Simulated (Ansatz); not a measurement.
Take CdS in the wurtzite structure (space group P6_3mc, No. 186; a = 4.1244 Å, c = 6.7082 Å) as the base.

Level of theory: Kohn–Sham DFT with the PBEsol functional, run in Ansatz (a quantum-chemistry and plane-wave program) with PAW and 420 eV plane waves, scalar-relativistic without spin-orbit coupling.

For the base:

The valence-band top at Γ comes out as 0.00, 0.00, -0.05 eV and the electron mass is 0.11 mₑ along c, 0.12 mₑ across (at Γ).

Perturbation: every lattice vector is stretched by 2.40 %; the atoms relax in the strained cell.

Task: What does the calculation give for the valence-band top at Γ after the change?

Result: The valence-band top at Γ (three highest levels, from the VBM) becomes 0.00, 0.00, -0.04 eV (base: 0.00, 0.00, -0.05 eV).

Task: What does the calculation give for the mean gap deformation potential ΔEg/Δln V after the change?

Result: The mean gap deformation potential ΔEg/Δln V amounts to -2.2 eV.

Task: Predict the new electron mass.

Result: The electron mass becomes 0.10 mₑ along c, 0.11 mₑ across (at Γ) (base: 0.11 mₑ along c, 0.12 mₑ across (at Γ)).

Masses are band curvatures over ±0.01 Å⁻¹ around the edge. Whether these cells are dynamically stable was not tested.
